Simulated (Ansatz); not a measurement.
System: CsCl-type RuAl. Method: HSE06-D3(BJ) in Ansatz (PAW).

Run with plane-wave cutoff 460 eV, 10×10×10 k mesh, Fermi–Dirac smearing 0.05 eV, no spin polarisation, scalar-relativistic PAW data made under PBE.

Computed at the level's own relaxed cell.

**Question.** What does this level give for the equilibrium volume per atom, bulk modulus, lattice constant a and pressure derivative B′ of the bulk modulus?

**Answer.** 
- equilibrium volume per atom: 12.63 Å³/atom
- bulk modulus: 248 GPa
- lattice constant a: 2.934 Å
- pressure derivative B′ of the bulk modulus: 4.3

Measured, for comparison: lattice constant a 2.992 Å (temperature not stated, copied from a table, unchecked, not corrected to a static lattice; as tabulated in Acta Metallurgica 41, 863 (1993)). Computed (rounded) less measured: lattice constant a not scored (unchecked). A static lattice is as a rule a little smaller and stiffer than an uncorrected measurement, which narrows the difference in the lattice constant a and would widen misses of the other sign.

Note: the run has no spin polarisation, so it can have missed a magnetic state.

The computed numbers hold no vibrational or temperature effects.

It cost about 6 core-minutes (a rough figure) of CPU time.

Ansatz is a quantum-chemistry and plane-wave program.
